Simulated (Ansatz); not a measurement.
Equilibrium lattice constant a of SnO (model structure, started from the beta GaS type, P6₃/mmc, No. 194, 8 atoms in the cell) at several levels of theory

No measured value is used here.

```csv
level (code),value (Å)
PBE (Ansatz),3.903
PBEsol (Ansatz),3.813
PBE-D3(BJ) (Ansatz),3.854
```

Ansatz's density-functional and Hartree–Fock values are scalar-relativistic unless marked +SOC, with PAW data made under PBE.

A model structure was made by putting elements into a prototype or built by hand; it is no filed structure, need not be a known phase, and can be a saddle point held by its symmetry.

Ansatz is an electronic-structure program.
